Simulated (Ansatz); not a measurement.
SiC (model structure, started from the beta GaS type, P6₃/mmc, No. 194, 8 atoms in the cell)

Computed with PBEsol (plane waves, PAW; Ansatz, a program for electronic structure).

Numerical settings: plane-wave cutoff 500 eV, 18×18×4 k mesh (along the axes of the cell as run), Fermi–Dirac smearing 0.05 eV, scalar-relativistic PAW data made under PBE.

Cell (relaxed at this level):

```
CSi
1.0
    3.14924     0.00000     0.00000
   -1.57462     2.72732     0.00000
    0.00000     0.00000    13.28565
Si C
4 4
Direct
  0.33333   0.66667   0.07488
  0.66667   0.33333   0.57488
  0.66667   0.33333   0.92512
  0.33333   0.66667   0.42512
  0.33333   0.66667   0.58658
  0.66667   0.33333   0.08658
  0.66667   0.33333   0.41342
  0.33333   0.66667   0.91342
```

```yaml
band_gap: 1.38 eV (on the SCF k mesh)
```

Note: the relaxation could raise the start's symmetry but not lower it, so the cell can be a saddle point; the cell has widely spaced layers and the level no dispersion term, so their spacing and the moduli can rest on weak binding.

Static lattice: no zero-point or thermal effects.

It cost around 5 core-minutes (rough) of CPU time.

A model structure was made by putting elements into a prototype or built by hand; it is no filed structure, need not be a known phase, and can be a saddle point held by its symmetry.
